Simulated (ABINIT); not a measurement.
Band structure of Cs (Im-3m, 1 atom in the cell).

```
Cs
1.0
   -3.15975     3.15975     3.15975
    3.15975    -3.15975     3.15975
    3.15975     3.15975    -3.15975
Cs
1
Direct
  0.00000   0.00000   0.00000
```

Method: PBE, norm-conserving pseudopotentials (PseudoDojo nc-sr-05 PBE standard) (plane waves; ABINIT).

Settings: pseudos = [Cs.upf]; ecut = 25 Ha; occopt = 3; tsmear = 0.00183747 Ha; ngkpt = 6 6 6; nshiftk = 1; shiftk = 0 0 0; potentials = PseudoDojo nc-sr-05 PBE standard; kptopt = 1; nstep = 50; tolvrs1 = 1e-12; ndtset = 2; getden2 = 1.

The starting cell comes from a database of computed structures (which also holds hypothetical and non-ambient phases and stackings), without a prior relaxation at this level. Its lattice was rescaled by a random factor within 2.5 % of one.

Levels in eV from the Fermi level, bands 1 to 8:
```csv
point,1,2,3,4,5,6,7,8
Γ,-23.92,-10.68,-10.68,-10.68,-1.59,2.43,2.43,2.43
H,-23.92,-10.75,-10.75,-10.75,0.72,0.72,2.76,2.76
N,-23.92,-10.78,-10.71,-10.68,0.06,0.78,1.64,3.03
P,-23.92,-10.73,-10.73,-10.73,0.96,0.96,0.96,2.12
```

Bands cross the Fermi level along this path, so the cell is metallic at this level.
